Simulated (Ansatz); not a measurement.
# Short convergence ladders for a (001) slab of Rb2NiF4 (cut from a parent of space group no. 139; 14 atoms in the cell)

```yaml
crystal:
  lattice:
    - [4.09596, 0.00000, 0.00000]
    - [0.00000, 4.09596, 0.00000]
    - [0.00000, 0.00000, 24.86238]
  atoms:
    - { symbol: Rb, position: [0.50000, 0.50000, 0.71845] }
    - { symbol: Rb, position: [0.00000, 0.00000, 0.28155] }
    - { symbol: Ni, position: [0.00000, 0.00000, 0.63774], spin: 2.0 }
    - { symbol: F, position: [0.50000, 0.00000, 0.63774] }
    - { symbol: F, position: [0.00000, 0.50000, 0.63774] }
    - { symbol: F, position: [0.50000, 0.50000, 0.28172] }
    - { symbol: F, position: [0.00000, 0.00000, 0.71828] }
    - { symbol: Rb, position: [0.00000, 0.00000, 0.44296] }
    - { symbol: Rb, position: [0.50000, 0.50000, 0.55703] }
    - { symbol: Ni, position: [0.50000, 0.50000, 0.36225], spin: 2.0 }
    - { symbol: F, position: [0.00000, 0.50000, 0.36225] }
    - { symbol: F, position: [0.50000, 0.00000, 0.36225] }
    - { symbol: F, position: [0.00000, 0.00000, 0.55721] }
    - { symbol: F, position: [0.50000, 0.50000, 0.44279] }
```
(The spins are starting values, not results.)

Base method: PBEsol, default PAW files made with PBE (plane waves; Ansatz, an electronic-structure program).

Base settings: basis.ecutwfc = 420 eV; kpoints.mp_grid.grid = 3 3 1; hamiltonian.xc = pbesol; hamiltonian.pseudopotentials = {kind: paw} (the program's default PAW files); magnetization.spin_polarized = true; scf.occupations.method = fermi_dirac; scf.occupations.width = 0.01 eV.

The count of work is k-points × plane waves × bands × iterations; it is no time. Core times come from one kind of shared machine, to one figure; runs under 30 s give none.

**The vacuum**

The mesh stays at the base's, so the ladder's end is converged at best in this setting alone.

Only quantities that move along the ladder and can be compared are tabulated; the gap is left out on so coarse a mesh.

These are the values that this program gave, and no reference: magnetic slabs can end in a higher state.

| vacuum between outermost atoms (Å) | free energy less the last step's (meV/atom) | largest difference of a force vector from the last step's (eV/Å) | count of work / last |
|---|---|---|---|
| 3.0 | -18.11 | 0.145 | 0.40 |
| 4.0 | -5.20 | 0.062 | 0.46 |
| 5.0 | -1.18 | 0.015 | 0.50 |
| 6.0 | -0.21 | 0.003 | 0.48 |
| 7.0 | -0.11 | 0.001 | 0.55 |
| 8.0 | -0.04 | 0.000 | 0.59 |
| 10.0 | -0.02 | 0.000 | 0.51 |
| 12.0 | -0.04 | 0.000 | 0.56 |
| 14.0 | 0.00 | 0.000 | 0.61 |
| 17.0 | -0.03 | 0.000 | 0.68 |
| 20.0 | 0.06 | 0.000 | 0.76 |
| 25.0 | 0.01 | 0.000 | 0.87 |
| 30.0 | 0.00 | 0.000 | 1.0 |

Smallest vacuum between outermost atoms (Å) that holds the forces within 0.01 eV/Å of the last step, with all finer ones: 6.0; the step before is off by 0.015 eV/Å.

Smallest vacuum between outermost atoms (Å) that holds the free energy within 1 meV/atom of the last step, with all finer ones: 6.0; the step before is off by 1.2 meV/atom.

**The k-point mesh**

Only quantities that move along the ladder and can be compared are tabulated.

These are the values that this program gave, and no reference: magnetic slabs can end in a higher state.

| kpoints.mp_grid.grid | free energy less the last step's (meV/atom) | gap on the mesh (eV) | count of work / last | core time / last (rough) |
|---|---|---|---|---|
| 2 2 1 | 9.32 | 0.578 | 0.076 | – |
| 3 3 1 | 0.81 | 0.657 | 0.076 | – |
| 4 4 1 | 0.14 | 0.577 | 0.15 | 0.2 |
| 5 5 1 | 0.04 | 0.607 | 0.15 | 0.2 |
| 6 6 1 | 0.02 | 0.577 | 0.25 | 0.3 |
| 7 7 1 | 0.00 | 0.592 | 0.25 | 0.3 |
| 8 8 1 | 0.01 | 0.577 | 0.42 | 0.4 |
| 9 9 1 | 0.01 | 0.586 | 0.38 | 0.4 |
| 11 11 1 | 0.00 | 0.583 | 0.58 | 0.6 |
| 13 13 1 | 0.00 | 0.581 | 0.78 | 0.8 |
| 15 15 1 | 0.00 | 0.580 | 1.0 | 1 |

Coarsest kpoints.mp_grid.grid that holds the free energy within 2 meV/atom of the last step, with all finer ones: 3 3 1, at 0.076 of the last step's count of work; the step before is off by 9.3 meV/atom.

The gap on the mesh jumps up and down from mesh to mesh; it is no smooth measure of convergence.

**The plane-wave cutoff**

The mesh stays at the base's, so the ladder's end is converged at best in this setting alone.

Only quantities that move along the ladder and can be compared are tabulated; the gap is left out on so coarse a mesh.

These are the values that this program gave, and no reference: magnetic slabs can end in a higher state.

```csv
basis.ecutwfc,free energy less the last step's (meV/atom),largest difference of a force vector from the last step's (eV/Å),count of work / last
210 eV,5999.65,0.088,0.16
250 eV,1957.12,0.587,0.18
295 eV,502.98,0.054,0.23
355 eV,60.99,0.009,0.27
420 eV,4.67,0.001,0.35
505 eV,1.28,0.001,0.47
630 eV,0.67,0.000,0.65
840 eV,0.00,0.000,1.0
```

Coarsest basis.ecutwfc that holds the forces within 0.01 eV/Å of the last step, with all finer ones: 355 eV, at 0.27 of the last step's count of work; the step before is off by 0.054 eV/Å.

State of the free energy at the end of the ladder: still drifting one way, by 1.3 meV/atom over the last two steps, so the last step is no safe reference.

On the base run: the starting cell comes from a database of computed structures (which also holds hypothetical and non-ambient phases and stackings), without a prior relaxation at this level. The slab is cut from that crystal, and its faces are unrelaxed. Its lattice was rescaled by up to half a per cent. The magnetic order is the one reached from the typed start; others were not searched systematically.

Left out of this page: 1 run of the series with a known weakness of the program.

Keys are those of Ansatz 0.2.
